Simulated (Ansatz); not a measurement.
Results of HSE06 in Ansatz (PAW) for Cd2P3Cl (C2/c, No. 15; cell taken from a computed entry).

Input file:

Ansatz 0.2 input:
```yaml
crystal:
  lattice:
    - [3.9766634744, -4.4852895819, -0.0094476875]
    - [3.9766634744, 4.4852895819, -0.0094476875]
    - [-1.3956769725, 0.0, 7.3766174946]
  atoms:
    - { symbol: Cd, position: [0.5886016456, 0.8957551658, 0.2896937796] }
    - { symbol: Cd, position: [0.4113983544, 0.1042448342, 0.7103062204] }
    - { symbol: Cd, position: [0.1042448342, 0.4113983544, 0.2103062204] }
    - { symbol: Cd, position: [0.8957551658, 0.5886016456, 0.7896937796] }
    - { symbol: P, position: [0.4277650026, 0.3359670581, 0.0322160792] }
    - { symbol: P, position: [0.5722349974, 0.6640329419, 0.9677839208] }
    - { symbol: P, position: [0.6640329419, 0.5722349974, 0.4677839208] }
    - { symbol: P, position: [0.3359670581, 0.4277650026, 0.5322160792] }
    - { symbol: P, position: [0.6976069657, 0.3023930343, 0.25] }
    - { symbol: P, position: [0.3023930343, 0.6976069657, 0.75] }
    - { symbol: Cl, position: [0.1361071863, 0.8638928137, 0.25] }
    - { symbol: Cl, position: [0.8638928137, 0.1361071863, 0.75] }
basis:
  ecutwfc: 460
  ecutrho_ratio: 4
  xc_grid: 2
kpoints:
  mp_grid: { grid: [4, 4, 4] }
  band_path: { path: [[0, 0, 0], [-0.333333, 0.333333, 0]], npoints: 1 }
hamiltonian:
  xc: hse06
  dispersion: none
  pseudopotentials: { kind: paw }
scf:
  occupations: { method: fermi_dirac, width: 0.01 }
  convergence: { dr2_threshold: 0.0000000012 }
output:
  forces: true
  stress: true
  eigenvalues: true
  write_bands: true
```

Problem. How many irreducible k-points, plane waves at Γ does the program set up, and what pressure does the run end with?

Solution. 24 irreducible k-points, 5915 plane waves at Γ; P = 1.85 GPa, so the cell is compressed on average and its volume would grow at this level.

Output (set-up and result lines):

```
WARN output.stress: scf.exx.energy_threshold = 1e-6 eV is looser than the 1.2e-7 eV advised for a stress under a hybrid functional (1e-8 eV for each atom of …
Crystal: 12 atoms, lattice volume = 263.028 Å³
Basis set: ecut = 460 eV, 5915 PW (Γ), exchange–correlation on 90×90×108 points (8 copies of the dense FFT grid, shifted against one another)
Bands: 75, of which v1, the nominal top of the filled ones, is band 62 counted from 1 (61 counted from 0)
Symmetry: 4 space group operations
Space group: C2/c (ITA 15), of the structure as read, at distance tolerance 6.4e-5 Å
k-points: 24 of 64
SCF iter   1: F=—  HF=-39715.342010 eV  |F-HF|=—  |Δ(HF+E_count)|=         —  Δρ=1.63e-3  dr2=6.11e-3
SCF iter   2: F=—  HF=-39715.342269 eV  |F-HF|=—  |Δ(HF+E_count)|=   2.59e-4  Δρ=6.29e-4  dr2=7.45e-4
  ...
Crystal: 12 atoms, lattice volume = 263.028 Å³
Initial density: handed on by an earlier stage of this run
Crystal: 12 atoms, lattice volume = 263.028 Å³
SCF 3 converged in 6 iterations: F = -39734.720640 eV  dr2 = 8.65e-10
Crystal: 12 atoms, lattice volume = 263.028 Å³
SCF iter   1: F=—  HF=-39734.720641 eV  |F-HF|=—  |Δ(HF+E_count)|=         —  Δρ=1.68e-6  dr2=4.70e-9
SCF iter   2: F=-39734.720641 eV  HF=-39734.720641 eV  |F-HF|=7.28e-11  |Δ(HF+E_count)|=   1.06e-9  Δρ=2.55e-7  dr2=1.87e-10
SCF 4 converged in 2 iterations: F = -39734.720641 eV  dr2 = 1.87e-10
Free energy (F): -39734.720641 eV
Internal energy: -39734.720641 eV  (E = F + TS)
E sigma→0 (E₀):  -39734.720641 eV
Fermi energy:    8.342076 eV
--- Forces (eV/Å), atoms counted from 1 ---
  atom   1  Cd     0.03442401    -0.03071839    -0.00932964
  atom   2  Cd    -0.03442401     0.03071839     0.00932964
  atom   3  Cd    -0.03442401    -0.03071839     0.00932964
  atom   4  Cd     0.03442401     0.03071839    -0.00932964
  atom   5  P      0.23012684    -0.05155919     0.14035135
  atom   6  P     -0.23012684     0.05155919    -0.14035135
  atom   7  P     -0.23012684    -0.05155919    -0.14035135
  atom   8  P      0.23012684     0.05155919     0.14035135
  atom   9  P      0.00000000     0.25116091     0.00000000
  atom  10  P     -0.00000000    -0.25116091     0.00000000
  atom  11  Cl     0.00000000     0.04134506     0.00000000
  atom  12  Cl    -0.00000000    -0.04134506     0.00000000
--- Stress (GPa, compression-positive) ---
        1.916543      -0.000000      -0.276910
       -0.000000       1.921910       0.000000
       -0.276909       0.000000       1.706376
  P = ⅓ Tr σ = 1.8483 GPa (18.483 kbar)
```

The PAW data were made under PBE.

Note: cell and atoms aren't relaxed at this level (largest force component 0.25 eV/Å, pressure 1.8 GPa).

Computing time: around 26 core-minutes (rough).

Ansatz is a quantum-chemistry and plane-wave program.
